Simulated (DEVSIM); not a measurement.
Device: abrupt Si n-p junction, at 300 K.

```tsv
layer (left to right)	material	thickness (μm)	Nd (cm⁻³)	Na (cm⁻³)	τn (s)	τp (s)
1	Si	0.310	2e17	-	3.2e-5	3.2e-5
2	Si	7.00	-	2.8e16	3.2e-5	3.2e-5
```

Left contact: ohmic. Right contact: ohmic. Voltage is applied to the left contact. Recombination: SRH at mid-gap, Auger. Mobility is μmin + (μ − μmin)/(1 + (N/Nref)^α).

This is a model device: material constants are rounded textbook-type values typed into the input, and sizes, dopings and lifetimes were drawn at random. Values at 300 K.

```
parameter           Si
-------------  -------
gap (eV)         1.124
affinity (eV)     4.05
permittivity      11.7
Nc (cm⁻³)      2.86e19
Nv (cm⁻³)       3.1e19
μn (cm²/Vs)       1417
μp (cm²/Vs)        470
μn,min              52
μp,min              45
Nref,n          9.7e16
Nref,p          2.2e17
αn                0.68
αp                0.72
Cn (cm⁶/s)     2.8e-31
Cp (cm⁶/s)     9.9e-32
```

Model (solved in DEVSIM): 1D drift-diffusion, Boltzmann statistics, complete ionisation; no tunnelling, impact ionisation, image-force lowering or self-heating.

Q: Tabulate band edges, carrier densities and field at zero bias.

A: Energies count from the Fermi level of the right contact; mesh points crowd at the junctions.

```
x (μm)   Ec (eV)  Ev (eV)  n (cm⁻³)  p (cm⁻³)  field (V/cm)
-------  -------  -------  --------  --------  ------------
0.000      0.128   -0.996    2.0e17       580           ≈ 0
0.01929    0.128   -0.996    2.0e17       580           ≈ 0
0.05438    0.128   -0.996    2.0e17       580           ≈ 0
0.1103     0.128   -0.996    2.0e17       580           ≈ 0
0.2170     0.128   -0.996    2.0e17       580            11
0.2684     0.131   -0.993    1.8e17       640          2900
0.2967     0.173   -0.951    3.6e16      3300         38000
0.3206     0.327   -0.797    9.2e13   1300000         72000
0.3498     0.517   -0.607    6.0e10     1.9e9         59000
0.4082     0.787   -0.337   1700000    6.7e13         34000
0.5105     0.937   -0.187      5200    2.2e16          2400
0.8122     0.943   -0.181      4200    2.8e16           ≈ 0
1.253      0.943   -0.181      4200    2.8e16           ≈ 0
2.135      0.943   -0.181      4200    2.8e16           ≈ 0
4.338      0.943   -0.181      4200    2.8e16           ≈ 0
5.768      0.943   -0.181      4200    2.8e16           ≈ 0
6.481      0.943   -0.181      4200    2.8e16           ≈ 0
6.888      0.943   -0.181      4200    2.8e16           ≈ 0
7.136      0.943   -0.181      4200    2.8e16           ≈ 0
7.231      0.943   -0.181      4200    2.8e16           ≈ 0
7.278      0.943   -0.181      4200    2.8e16           ≈ 0
7.310      0.943   -0.181      4200    2.8e16           ≈ 0
```
